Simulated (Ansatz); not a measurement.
# A constructed model of the (0001) surface of hcp Re, a pseudomorphic layer of Mn in the host's stacking (bottom of the slab: a bare face, its two planes held)

Calculation: PBE (plane waves to 420 eV, PAW; Ansatz, a quantum-chemistry and plane-wave program).

Slab: 7 atoms, 13.8 Å thick at the start; k 15x15x1, smearing 0.1 eV, dipole-corrected; 2 atoms held, the rest relaxed; start symmetry kept, larger cells not searched; spin-polarised, ending with about 3.7 μB a cell; orders that need a larger cell were not tried, no spin-orbit, no U. It is one candidate, not shown to be the stable structure of the face.

The work function of the top face is 4.38 eV and the energy released by relaxation is 0.27 eV. The magnetic moment of the cell is 3.71 μB and the cost is very roughly 4 core-minutes.
